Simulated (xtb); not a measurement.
xtb 6.7.1, GFN2-xTB: c1ccc2c(c1)oc1cc(-c3c4ccccc4c(-c4scc5c4OCCO5)c4ccccc34)ccc12, 56 atoms. The geometry is a generated start, not checked to be a minimum at this level.

method: GFN2-xTB
--acc: 1 (default)
--etemp (K): 300 (default)
detailed input (--input): none: ANC optimiser, Lindh (1995) Hessian, microcycle=20, maxdispl=1.0, hlow=0.01 (default)
basis functions: 170
valence electrons: 172

The structure is relaxed from this start with --opt LEVEL for the levels crude, sloppy, loose, lax, normal, tight, vtight, extreme, once each. Up to the end of the extreme run atoms move by at most 0.78 Å along an axis.

Question: What is the loosest level that ends within 1 meV of the extreme run, and how many cycles does it take?

Answer: vtight: 85 cycles against 94, ending 0.013 meV above.

```json
[
 {"level": "crude", "cycles": "4", "energy above the extreme run (meV)": "23", "gradient norm (eV/Å)": "0.31"},
 {"level": "sloppy", "cycles": "6", "energy above the extreme run (meV)": "19", "gradient norm (eV/Å)": "0.077"},
 {"level": "loose", "cycles": "6", "energy above the extreme run (meV)": "19", "gradient norm (eV/Å)": "0.077"},
 {"level": "lax", "cycles": "8", "energy above the extreme run (meV)": "18", "gradient norm (eV/Å)": "0.050"},
 {"level": "normal", "cycles": "12", "energy above the extreme run (meV)": "17", "gradient norm (eV/Å)": "0.011"},
 {"level": "tight", "cycles": "22", "energy above the extreme run (meV)": "17", "gradient norm (eV/Å)": "0.0049"},
 {"level": "vtight", "cycles": "85", "energy above the extreme run (meV)": "0.013", "gradient norm (eV/Å)": "0.0011"},
 {"level": "extreme", "cycles": "94", "energy above the extreme run (meV)": "—", "gradient norm (eV/Å)": "0.00064"}
]
```
